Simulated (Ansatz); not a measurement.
Consider CaSe in the rock salt structure (space group Fm-3m, No. 225; a = 5.8685 Å). Axes: x, y, z lie along the cube axes.

The values are results of PBEsol, PAW, 420 eV (Ansatz, an electronic-structure program; scalar-relativistic without spin-orbit coupling), not measurements.

For the base:

Valley order: X along ⟨100⟩ 1.88 eV; Γ 3.31 eV

It is then changed as follows: uniaxial strain ε_zz = +1.00 %, all other strain components held at zero; the atoms relax in the strained cell.

Question: How does this affect the stress and valley order?

Answer: The stress (xx, yy, zz, yz, xz, xy; compression positive) amounts to (-0.19, -0.19, -1.11, 0.00, 0.00, 0.00) GPa; the valley order (the lowest conduction-band minima on the path, energy above the VBM, named in the base's zone) goes from X along ⟨100⟩ 1.88 eV; Γ 3.31 eV to X along [100] 1.90 eV; X along [001] 1.91 eV; Γ 3.25 eV.

The levels and masses belong to the bands next to the band gap. Stability against distortions was not tested.
